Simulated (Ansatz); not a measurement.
System: MgO (model structure, started from the BeO type, P4₂/mnm, No. 136, 8 atoms in the cell). Method: LDA in Ansatz (PAW).

Settings: plane-wave cutoff 520 eV, 6×6×10 k mesh (along the axes of the cell as run), Fermi–Dirac smearing 0.01 eV, scalar-relativistic PAW data made under PBE.

Cell (relaxed at this level):

```cif
data_Mg4O4
_chemical_formula_sum 'Mg4 O4'
_space_group_name_H-M_alt 'P42/mnm'
_space_group_IT_number 136
_space_group_name_Hall '-P 4n 2n'
_cell_length_a 5.43727
_cell_length_b 5.43727
_cell_length_c 3.23993
_cell_angle_alpha 90.000
_cell_angle_beta 90.000
_cell_angle_gamma 90.000
loop_
_atom_site_label
_atom_site_type_symbol
_atom_site_symmetry_multiplicity
_atom_site_Wyckoff_symbol
_atom_site_fract_x
_atom_site_fract_y
_atom_site_fract_z
_atom_site_occupancy
Mg1 Mg 4 g 0.17954 0.17954 0.50000 1
O1 O 4 f 0.31636 0.31636 0.00000 1
```

Predict the band gap and bulk modulus B0.


- band gap: 3.56 eV (on the SCF k mesh)
- bulk modulus B0: 116 GPa

Note: the bulk modulus is −V dP/dV from two relaxed cells at ±2 % in volume; the relaxation could raise the start's symmetry but not lower it, so the cell can be a saddle point.

Static lattice: no zero-point or thermal effects.

A model structure was made by putting elements into a prototype or built by hand; it is no filed structure, need not be a known phase, and can be a saddle point held by its symmetry.

Ansatz is a quantum-chemistry and plane-wave program.
